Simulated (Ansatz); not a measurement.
Consider Li vacancy in ferroelectric LiNbO3, charge state -1. The step: a nearby Li atom hops onto the vacant site; the atom moves 3.81 Å along (-0.67, -0.33, 0.17) of the unit cell; the moving atom starts with neighbours O at 2.05, O at 2.08, O at 2.09, O at 2.22, O at 2.26, O at 2.28 Å and ends with O at 2.09, O at 2.10, O at 2.11, O at 2.18, O at 2.25, O at 2.26 Å. A PBE band in Ansatz (plane-wave PAW, the Γ point alone, 120 host sites, 43 SCF runs with any check of the saddle's order, static, no finite-size correction) gives a forward barrier of 1.12 eV. The saddle point's order was not checked. The charge state is imposed; whether it is stable for some Fermi level was not computed. Forms of the defect that were not tried may lie lower.

Single points at the band's start and saddle point can refine it. Rough cost of one point, in units of the band's mean SCF on the same machine:

```tsv
Level	Cost of one point
PBE, a 2×2×2 k-point mesh shifted by half a step along c	about 8
r2SCAN at 500 eV, the Γ point alone	about 2
```

### Question
Which of these move the barrier by more than 0.1 eV, and how far does each move it?

### Answer
Not one does. PBE, a 2×2×2 k-point mesh shifted by half a step along c: 0.00 eV; r2SCAN at 500 eV, the Γ point alone: +0.03 eV. Each functional is compared with PBE at the same k-points.

Ansatz is a program for electronic structure.
